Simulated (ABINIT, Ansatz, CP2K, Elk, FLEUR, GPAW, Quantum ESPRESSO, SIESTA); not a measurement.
One structure in several programs: AlN (F-43m, 2 atoms in the cell)

Self-consistent single point.

```yaml
crystal:
  lattice:
    - [0.00000, 2.17460, 2.17460]
    - [2.17460, 0.00000, 2.17460]
    - [2.17460, 2.17460, 0.00000]
  atoms:
    - { symbol: Al, position: [0.00000, 0.00000, 0.00000] }
    - { symbol: N, position: [0.75000, 0.75000, 0.75000] }
```

Shared settings, as Ansatz (a first-principles code) writes them: kpoints.mp_grid.grid = 9 9 9; scf.occupations.method = fixed. Potentials and cutoffs stand in the table.

| code | model | pressure (GPa) | gap on the mesh (eV) | cutoff |
|---|---|---|---|---|
| Elk | PBEsol, all-electron FP-LAPW, Elk's shipped species files, default APW+lo basis | – | 3.360 | rgkmax 7 |
| GPAW | PBEsol, GPAW PAW datasets PBEsol (made by gpaw-setup) | – | 3.374 | 950 eV |
| CP2K | PBEsol, GPW, DZVP-MOLOPT-SR-GTH basis, GTH-PBE potentials (GTH_POTENTIALS) | 6.52 | 3.366 | grid 400 Ry |
| FLEUR | PBEsol, all-electron FLAPW (FLEUR), scalar-relativistic valence | – | 3.395 | Kmax 4.5 1/bohr |
| ABINIT | PBEsol, norm-conserving pseudopotentials (PseudoDojo nc-sr-04 PBEsol standard) | 3.95 | 3.382 | 1143 eV |
| Quantum ESPRESSO | PBEsol, SSSP 1.1.2 efficiency (PBE) pseudopotentials | 5.07 | 3.360 | 45 Ry |
| Ansatz | PBEsol, default PAW files made with PBE | 3.54 | 3.389 | 420 eV |
| SIESTA | GGA PBEsol, numerical atomic orbitals DZP, PseudoDojo PBEsol standard norm-conserving potentials (rewritten from UPF to PSML) | 6.14 | 3.381 | grid 350 Ry |

A dash marks a value that a program does not give, or that is left out as unsure.

Gaps are read on the mesh.

The spread over the programs that give each value: pressure within 2.98 GPa; gap on the mesh within 0.035 eV.

CP2K and SIESTA use small atom-centred bases, whose incompleteness enters pressures, forces and empty levels differently from a plane-wave cutoff. Elk and FLEUR treat all electrons, but the usual bases taken here (sphere radii, linearisation, local orbitals, empty states) were not tested for convergence, so the values are no reference for the others. Ansatz's pressure is given at a fixed set of plane waves, as the other plane-wave codes print theirs; with its correction for the finite basis it is 4.07 GPa (the shift of 0.52 GPa shows how far the cutoff is from converged). The pressure of GPAW is left out: its cutoff lies under the one at which its stress was checked. In the pressure, CP2K (by 2.57), Quantum ESPRESSO (by 1.13) and SIESTA (by 2.19) lie more than 1 GPa from the median of the plane-wave programs.

The starting cell comes from a database of computed structures (which also holds hypothetical and non-ambient phases and stackings), without a prior relaxation at this level. Its lattice was rescaled by a random factor within 2.5 % of one.

Keys are those of Ansatz 0.2.
